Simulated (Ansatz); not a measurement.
# Response to strain in MgO

The parent structure is MgO in the rock salt structure (space group Fm-3m, No. 225; a = 4.204 Å). Axes: x, y, z lie along the cube axes.

Strains are applied to the cell and any free atomic positions relax; under biaxial strain the out-of-plane vector relaxes too.

Method: r2SCAN (Ansatz, a first-principles code, PAW, without spin-orbit coupling).

Candidates:
(a) biaxial strain −0.42 %, plane normal [111], relaxed out of plane
(b) biaxial strain −0.83 %, plane normal [111], relaxed out of plane
(c) biaxial strain −1.67 %, plane normal [111], relaxed out of plane

Task: Order them by out-of-plane strain, lowest first.

Result: (a) biaxial strain −0.42 %, plane normal [111], relaxed out of plane (+0.14 %), (b) biaxial strain −0.83 %, plane normal [111], relaxed out of plane (+0.28 %), (c) biaxial strain −1.67 %, plane normal [111], relaxed out of plane (+0.56 %)

No phonon test of stability was made.
